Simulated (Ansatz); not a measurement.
Input:

```yaml
crystal:
  lattice:
    - [3.97348, 0.00000, 0.00000]
    - [0.00000, 4.27926, 0.00000]
    - [0.00000, 0.00000, 18.83059]
  atoms:
    - { symbol: Ge, position: [0.75000, 0.89407, 0.56429] }
    - { symbol: Ge, position: [0.25000, 0.39407, 0.43571] }
    - { symbol: Se, position: [0.25000, 0.48053, 0.56912] }
    - { symbol: Se, position: [0.75000, 0.98053, 0.43088] }
```

Calculation: PBE, rigid bands (plane waves, PAW, scalar-relativistic; Ansatz, a program for electronic structure). How the cell was made: cell and atoms relaxed with PBE.

**Question.** What conductivity effective mass do dilute electrons have at 300 K?

**Answer.** 0.27 (x), 0.157 (y) mₑ.

**Question.** And the band gap?

**Answer.** 1.15 eV at this level; semilocal functionals usually fall short of the measured gap.

Rigid bands, one relaxation time for all states, no polarons. Spin-orbit coupling is left out; where it splits the top of the valence band it changes the hole mass and lowers the gap by about a third of the splitting.
